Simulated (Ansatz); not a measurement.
Defect migration in fcc Cu: Al-vacancy pair (Al on one host Cu site, one Cu site vacant), neutral cell. The step: a nearby Cu atom hops onto the vacant site (Al-vacancy distance between ideal sites 2.57 → 5.13 Å); the atom moves 2.49 Å along (0.00, -0.48, -0.48) of the unit cell; the moving atom starts with neighbours 4 Cu at 2.54, 2 Cu at 2.56, 4 Cu at 2.58, Cu at 2.60 Å and ends with Al at 2.61; 4 Cu at 2.53, 2 Cu at 2.57, 4 Cu at 2.59 Å. DFT values are from Ansatz (plane-wave PAW, 420 eV unless said) in a cell of 32 host sites, spin-restricted, static, with no finite-size correction. Forms of the defect that were not tried may lie lower. For the PBE band: the saddle point's order was not checked, and it lies on a symmetry element of the cell, where a band can be held.

```json
[
 {"Level": "CHGNet universal potential (has no charge state), its own band", "Forward barrier (eV)": "0.56", "Cost of the band or of the saddle's single point": "-"},
 {"Level": "PBE, a 3×3×3 k-point mesh shifted by half a step, band relaxed", "Forward barrier (eV)": "0.78", "Cost of the band or of the saddle's single point": "very roughly 70 core-minutes"},
 {"Level": "PBE, a 5×5×5 k-point mesh shifted by half a step, same geometries", "Forward barrier (eV)": "0.77", "Cost of the band or of the saddle's single point": "very roughly 17 core-minutes"},
 {"Level": "r2SCAN at 500 eV, a 3×3×3 k-point mesh shifted by half a step, same geometries", "Forward barrier (eV)": "[?]", "Cost of the band or of the saddle's single point": "very roughly 11 core-minutes"}
]
```

### Question
What belongs in the gaps?

### Answer

- r2SCAN at 500 eV, a 3×3×3 k-point mesh shifted by half a step, same geometries, Forward barrier (eV): 0.79

Ansatz is a first-principles code.
